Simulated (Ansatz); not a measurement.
Ansatz (a quantum-chemistry and plane-wave program) run on CaGa₂ (P3m1, 6 atoms in the cell): self-consistent single point.

Computed with LDA (PW92), default PAW files made with PBE (plane waves; Ansatz).

The change in words: lattice scaled by 0.98; kpoints.mp_grid.grid: 8 8 4 → 9 9 5. Reference geometry:
```
CaGa2
1.0
    4.46548     0.00000     0.00000
   -2.23274     3.86722     0.00000
    0.00000     0.00000     7.42460
Ca Ga
2 4
Direct
  0.00000   0.00000   0.25673
  0.00000   0.00000   0.75000
  0.33333   0.66667   0.04253
  0.66667   0.33333   0.95747
  0.66667   0.33333   0.54253
  0.33333   0.66667   0.45747
```

Reference input (self-consistent single point, DFT, LDA (PW92), plane waves, default PAW files made with PBE): basis.ecutwfc = 420 eV; kpoints.mp_grid.grid = 8 8 4; hamiltonian.xc = lda; hamiltonian.pseudopotentials = {kind: paw} (the program's default PAW files); scf.occupations.method = fermi_dirac; scf.occupations.width = 0.1 eV. This run's input differs from it in these lines:

Ansatz 0.2 input:
```diff
@@ -3,5 +3,5 @@
   lattice:
-    - [4.465476, 0.000000, 0.000000]
-    - [-2.232738, 3.867216, 0.000000]
-    - [0.000000, 0.000000, 7.424598]
+    - [4.376166, 0.000000, 0.000000]
+    - [-2.188083, 3.789872, 0.000000]
+    - [0.000000, 0.000000, 7.276106]
   atoms:
@@ -16,3 +16,3 @@
 kpoints:
-  mp_grid: { grid: [8, 8, 4] }
+  mp_grid: { grid: [9, 9, 5] }
 hamiltonian:
```

Output, abridged:

```
SCF iter   1: F=—  HF=-18376.755855 eV  |F-HF|=—  |Δ(HF+E_count)|=         —  Δρ=6.31e-3  dr2=2.52e-2  ethr=1.77e-3  ⟨swp⟩=9.2  Hψ=9576  notcnv=0
all-band conjugate gradients solve this SCF's bands
preconditioner: auto → Kerker (q_TF=auto, 2.503 Å⁻¹)
SCF iter   2: F=—  HF=-18376.751062 eV  |F-HF|=—  |Δ(HF+E_count)|=   4.79e-3  Δρ=3.01e-3  dr2=7.32e-3  ethr=3.50e-5  ⟨swp⟩=2.5  Hψ=4319  notcnv=0  defer=2
   [... lines left out ...]
SCF iter   6: F=—  HF=-18376.749262 eV  |F-HF|=—  |Δ(HF+E_count)|=   5.60e-6  Δρ=3.09e-5  dr2=3.56e-6  ethr=4.98e-8  ⟨swp⟩=2.0  Hψ=2507  notcnv=0  defer=2
SCF iter   7: F=—  HF=-18376.749262 eV  |F-HF|=—  |Δ(HF+E_count)|=   8.12e-7  Δρ=1.09e-5  dr2=2.85e-7  ethr=4.94e-9  ⟨swp⟩=2.2  Hψ=3803  notcnv=0  defer=3
SCF iter   8: F=—  HF=-18376.749262 eV  |F-HF|=—  |Δ(HF+E_count)|=   5.13e-9  Δρ=8.67e-6  dr2=9.43e-8  ethr=1.39e-10  ⟨swp⟩=6.6  Hψ=9265  notcnv=0
SCF iter   9: F=-18376.749261 eV  HF=-18376.749261 eV  |F-HF|=1.76e-8  |Δ(HF+E_count)|=   7.64e-8  Δρ=2.55e-6  dr2=2.28e-8  ethr=1.31e-10  ⟨swp⟩=4.0  Hψ=7312  notcnv=0
SCF 1 converged in 9 iterations: F = -18376.749261 eV  dr2 = 2.28e-8
Free energy (F): -18376.749261 eV
Internal energy: -18376.722429 eV  (E = F + TS)
E sigma→0 (E₀):  -18376.735845 eV
Entropy (-TS):   -0.026832 eV (-4.472 meV/atom)
Fermi energy:    9.640600 eV
--- Forces (eV/Å), atoms counted from 1 ---
  atom   1  Ca    -0.00000000     0.00000000    -0.27599308
  atom   2  Ca     0.00000000    -0.00000000     0.11124815
  atom   3  Ga    -0.00000000     0.00000000     0.02879147
  atom   4  Ga     0.00000000    -0.00000000     0.05094272
  atom   5  Ga     0.00000000    -0.00000000     0.04754417
  atom   6  Ga    -0.00000000     0.00000000     0.03746399
--- Stress (GPa, compression-positive) ---
       -1.018265      -0.000000       0.000000
        0.000000      -1.018265       0.000000
        0.000000       0.000000      -2.225917
  P = ⅓ Tr σ = -1.4208 GPa (-14.208 kbar)
  The stress holds the Pulay correction. Without it, at fixed plane waves, as pw.x and ABINIT print it: P = -1.4371 GPa
```

The run converged in 9 iterations. Against the reference run the free energy goes down by 23.3 meV/atom, the pressure goes from -4.37 to -1.42 GPa and the largest force goes from 0.232 to 0.276 eV/Å.

The starting cell comes from a database of computed structures (which also holds hypothetical and non-ambient phases and stackings), without a prior relaxation at this level. Its lattice was rescaled by up to half a per cent. One atom was moved a little off its site on purpose. For this run, on top of that: lattice scaled by 0.98. Ansatz's pressure includes its estimate of the finite-basis (Pulay) stress.
